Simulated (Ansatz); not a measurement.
**A computed series for HfO2: response to strain**

Consider HfO₂ (space group P4_2/nmc, No. 137).

```xyz
6
Lattice="3.5675 0.0000 0.0000 0.0000 3.5675 0.0000 0.0000 0.0000 5.1667" Properties=species:S:1:pos:R:3 pbc="T T T"
Hf     0.0000     0.0000     0.0000
Hf     1.7838     1.7838     2.5833
O      0.0000     1.7838     1.0339
O      0.0000     1.7838     3.6172
O      1.7838     0.0000     1.5495
O      1.7838     0.0000     4.1328
```

Cartesian axes are those of the cell as printed.

Strains are applied to the cell and any free atomic positions relax; under stress the whole cell relaxes.

Level of theory: Kohn–Sham DFT with the PBEsol functional, run in Ansatz (an electronic-structure program) with PAW and 420 eV plane waves, no spin-orbit coupling, earlier PAW set.

Notes on the quantities. energy relative to the base: free energy F.

| variant | shortest interatomic distance | energy relative to the base | smallest direct gap |
|---|---|---|---|
| base | 2.062 Å | 0 meV/atom | 4.65 eV |
| isotropic strain −0.48 % | 2.059 Å | +1.5 meV/atom | 4.66 eV |
| uniaxial strain ε_yy = −1.25 % | 2.051 Å | +2.1 meV/atom | 4.62 eV |
| uniaxial stress, 2 GPa compression along z | 2.064 Å | +0.4 meV/atom | 4.63 eV |

With Hf present, leaving out spin-orbit coupling can change the band edges. Stability under load was not tested beyond the relaxation. This is not the structure that HfO2 has at room temperature and ambient pressure.
